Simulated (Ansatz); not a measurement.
## Ge: alloy series

Start from Ge in the diamond structure (space group Fd-3m, No. 227; a = 5.762 Å).

The other end (x = 1) is Sn in the diamond structure (space group Fd-3m, No. 227): 36.85 Å³/atom, gap zero.

Sn replaces a fraction x of Ge; each row is one arrangement (x, atoms in the cell, starting space group or random), fully relaxed.

Calculations: PBE (Ansatz, an electronic-structure program, PAW, no spin-orbit coupling), earlier PAW set.

Notes on the quantities. mixing energy: to 0.01 eV only: unlike meshes or grids; deviation of the volume from the linear: Vegard-type) interpolation.

```json
[
 {"change": "base", "shortest interatomic distance": "4.715 bohr", "mixing energy": "–", "deviation of the volume from the linear": "–"},
 {"change": "x(Sn) = 0.375, 8 atoms, Cm", "shortest interatomic distance": "4.740 bohr", "mixing energy": "+0.04 eV/atom", "deviation of the volume from the linear": "-1.1 %"},
 {"change": "x(Sn) = 0.5, 8 atoms, R3m", "shortest interatomic distance": "4.725 bohr", "mixing energy": "+0.07 eV/atom", "deviation of the volume from the linear": "-0.5 %"},
 {"change": "x(Sn) = 0.5, 8 atoms, C2/m", "shortest interatomic distance": "4.737 bohr", "mixing energy": "+0.03 eV/atom", "deviation of the volume from the linear": "-1.4 %"},
 {"change": "x(Sn) = 0.5, 6 atoms, P3m1", "shortest interatomic distance": "4.977 bohr", "mixing energy": "+0.08 eV/atom", "deviation of the volume from the linear": "-0.3 %"}
]
```

Each cell is one ordered arrangement of few atoms, which overstates ordering effects compared with a random alloy. Stability against distortions was not tested. All final runs are without spin polarisation. A zero or small gap of Ge and SnGe can be the functional's error rather than a property of the material.
